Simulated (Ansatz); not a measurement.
# A constructed model of the (111) surface of fcc Cu, (√3x√3)R30° layer of Sn, one a cell, on the site that continues the host's stacking (bottom of the slab: a bare face, its two planes held)

Computed with PBE (plane waves to 420 eV, PAW; Ansatz, a quantum-chemistry and plane-wave program).

Slab: 19 atoms, 12.9 Å thick at the start with caps and adatoms (thin: gaps and levels are the slab's own); k 10x10x1, smearing 0.1 eV, dipole-corrected; 6 atoms held, the rest relaxed; held to the start's symmetry, so lower structures may exist; no spin, no spin-orbit, no U. It is one candidate, not shown to be the stable structure of the face.

| Quantity | Result |
|---|---|
| work function of the top face | 4.32 eV |
| energy released by relaxation | 0.13 eV |
| cost | roughly 16 core-minutes |
